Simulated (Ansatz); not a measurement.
The parent structure is Hf in the hcp (Mg type) structure (space group P6_3/mmc, No. 194; a = 3.198 Å, c = 5.049 Å; relaxed with 0.1 eV smearing).

The values are results of Kohn–Sham DFT with the r2SCAN functional, run in Ansatz (a first-principles code) with PAW and 500 eV plane waves, no spin-orbit coupling, not measurements.

Strains are applied to the cell and any free atomic positions relax.

One change was made to it. Results:

The energy rises by 29 meV/atom; the pressure (mean of the normal stresses, compression positive) goes from zero to 7.4 GPa.

### Question
Name the change that was made.
A) isotropic strain −1.50 %
B) isotropic strain −2.00 %
C) isotropic strain −2.50 %
D) isotropic strain −1.00 %
E) isotropic strain −0.50 %

### Answer
B, isotropic strain −2.00 %. For comparison, the energy relative to the base in the other runs: isotropic strain −2.50 % gives +46 meV/atom; isotropic strain −1.50 % gives +16 meV/atom; isotropic strain −0.50 % gives +1.7 meV/atom; isotropic strain −1.00 % gives +7.1 meV/atom.

No phonon test of stability was made. The final runs are not spin-polarised.
